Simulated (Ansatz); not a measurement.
An Ansatz (a program for electronic structure) input (Kohn–Sham DFT with the r2SCAN functional, run in Ansatz with PAW and 500 eV plane waves, scalar-relativistic without spin-orbit coupling):

Ansatz 0.2 input:
```yaml
crystal:
  lattice:
    - [0, 2.9172159372, 2.9172159372]
    - [2.9172159372, 0, 2.9172159372]
    - [2.9172159372, 2.9172159372, 0]
  atoms:
    - { symbol: Si, position: [0, 0, 0] }
    - { symbol: Y, position: [0.5, 0.5, 0.5] }
basis: { ecutwfc: 500, ecutrho_ratio: 4, xc_grid: 4, fft_grid_basis: typed }
kpoints: { mp_grid: { grid: [14, 14, 14] } }
hamiltonian:
  xc: r2scan
  dispersion: none
  pseudopotentials: { kind: paw }
scf: { occupations: { method: fermi_dirac, width: 0.05 }, convergence: { dr2_threshold: 0.0000000002 } }
output: { forces: true, stress: true }
```

### Question
Which symmetry and how many k-points will the program report, and about how many plane waves at Γ?

### Answer
Space group Fm-3m (ITA 225) with 48 operations, k-points 104 of 2744, and 1243 plane waves at Γ.

No phonon test of stability was made. The final runs are not spin-polarised. An odd electron count without spin: YSi. The cell is YSi in the rock salt structure (space group Fm-3m, No. 225; a hypothetical phase, not in the database extracts checked). YSi has a high density of states at the Fermi level and may be magnetic at this level.
